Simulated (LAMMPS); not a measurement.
MD of Si (diamond structure) at zero pressure, 1000 atoms, as a liquid; each row is its own run.

Computed with classical MD, pair style meam, file AlSiMgCuFe.meam; code LAMMPS.

```
T (K)  volume (Å³/atom)
-----  ----------------
930              19.878
1180             19.776
1350             19.949
1520             20.234
1860             20.816
2110             21.428
2190             21.549
2360             22.023
2700             22.985
```

### Question
Fit a straight line, y = a + b x, to these rows (x is the first column, y the second) and predict the run at x = 1690.

### Answer
Least squares gives a = 17.667 and b = 0.001829. At x = 1690 the fit predicts 20.759 Å³/atom. The run itself gave 20.49 ± 0.01 Å³/atom, so the fit is 1.3 % high.

Caution (row 930): enthalpy drifts during the constant-pressure average: a transition or slow ageing; fluctuation values are void.

Caution (rows 930; 1180; 1350): this liquid lies under the melting point of about 1410 K that MEAM AlSiMgCuFe.meam gives, so it is undercooled.
